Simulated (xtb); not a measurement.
xtb 6.7.1, GFN2-xTB: Ta(OH)(OMe)4 (C[O][Ta]([OH])([O]C)([O]C)[O]C), 23 atoms. The geometry is a generated start, not checked to be a minimum at this level.

```
Item                      Result
-----------------  -------------
run flags                 --grad
method                  GFN2-xTB
--acc                1 (default)
--etemp (K)        300 (default)
basis functions               59
valence electrons             64
```

```xyz
23

Ta    -0.2032     0.3547     0.3932
O      0.2067     0.2940     2.3097
H      0.8405    -0.3081     2.7043
O      0.9427    -1.0743     0.1825
C      1.7878    -2.1500     0.3960
H      1.2688    -2.9411     0.9556
H      2.1336    -2.5723    -0.5590
H      2.6712    -1.8381     0.9725
O     -1.6168    -0.6432    -0.3874
C     -1.7443    -1.8595    -1.0510
H     -2.4001    -2.5326    -0.4846
H     -2.1852    -1.6973    -2.0427
H     -0.7619    -2.3383    -1.1743
O     -1.2988     1.7272     0.7175
C     -2.0949     2.7447     1.1922
H     -1.6604     3.1569     2.1133
H     -2.1750     3.5468     0.4452
H     -3.1026     2.3661     1.4146
O      0.8666     1.4052    -0.7771
C      1.9175     1.1412    -1.6505
H      1.5827     1.2681    -2.6875
H      2.7445     1.8372    -1.4642
H      2.2805     0.1128    -1.5180
```

Charge 0 and multiplicity 1 are set for this test and not shown to be the ground state.

One run each on 1 thread. Values of broydamp tried: 0.02, 0.05, 0.1, 0.2, 0.4 (default), 0.6, 0.8, 1.

Task: Which value of broydamp needs the fewest SCC iterations, and what happens away from it?

Result: Fewest SCC iterations, within one of each other: 0.2 with 13, 0.4 (default) with 12, 0.6 with 12, 0.8 with 12, 1 with 12. The count rises to 18 at 0.02. All converge to one solution.

| broydamp | SCC iterations | end |
|---|---|---|
| 0.02 | 18 | same solution |
| 0.05 | 17 | same solution |
| 0.1 | 16 | same solution |
| 0.2 | 13 | same solution |
| 0.4 (default) | 12 | same solution |
| 0.6 | 12 | same solution |
| 0.8 | 12 | same solution |
| 1 | 12 | same solution |
